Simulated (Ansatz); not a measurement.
The starting structures come from a database of crystals and need not be the phases stable at ambient conditions.

**Evanescent states of SrHI (P4/nmm, not sure to be the ambient phase, 6 atoms a cell, 25.2 Å³ an atom) along the normal of (001)**

Method: r2SCAN (plane waves, PAW; Ansatz, a first-principles code).

The gap is the functional's own. No spin-orbit coupling. Mid-gap values are interpolated on the energy grid.

Energies count from the valence-band top; κ is the least over a 8×8 mesh across the current.

```json
[
 {"E (eV)": "0.09", "κ (1/Å)": "0.085", "where": "Γ"},
 {"E (eV)": "0.27", "κ (1/Å)": "0.143", "where": "Γ"},
 {"E (eV)": "0.45", "κ (1/Å)": "0.181", "where": "Γ"},
 {"E (eV)": "0.63", "κ (1/Å)": "0.210", "where": "Γ"},
 {"E (eV)": "0.81", "κ (1/Å)": "0.234", "where": "Γ"},
 {"E (eV)": "0.99", "κ (1/Å)": "0.253", "where": "Γ"},
 {"E (eV)": "1.17", "κ (1/Å)": "0.269", "where": "Γ"},
 {"E (eV)": "1.35", "κ (1/Å)": "0.283", "where": "Γ"},
 {"E (eV)": "1.53", "κ (1/Å)": "0.295", "where": "Γ"},
 {"E (eV)": "1.71", "κ (1/Å)": "0.304", "where": "Γ"},
 {"E (eV)": "1.89", "κ (1/Å)": "0.312", "where": "Γ"},
 {"E (eV)": "2.07", "κ (1/Å)": "0.319", "where": "Γ"},
 {"E (eV)": "2.25", "κ (1/Å)": "0.312", "where": "off Γ"},
 {"E (eV)": "2.43", "κ (1/Å)": "0.295", "where": "off Γ"},
 {"E (eV)": "2.61", "κ (1/Å)": "0.276", "where": "off Γ"},
 {"E (eV)": "2.79", "κ (1/Å)": "0.254", "where": "off Γ"},
 {"E (eV)": "2.97", "κ (1/Å)": "0.228", "where": "off Γ"},
 {"E (eV)": "3.15", "κ (1/Å)": "0.199", "where": "off Γ"},
 {"E (eV)": "3.33", "κ (1/Å)": "0.162", "where": "off Γ"},
 {"E (eV)": "3.51", "κ (1/Å)": "0.111", "where": "off Γ"}
]
```

How thick must the barrier be to attenuate the transmission by 10^4 when the electrodes' Fermi level lies at 0.09 eV, and what attenuation does that film give at 2.97 eV?

d = 4 ln 10 / (2 × 0.085) = 54.2 Å. At 2.97 eV it gives 4 × 0.228/0.085 = 10.7 decades.
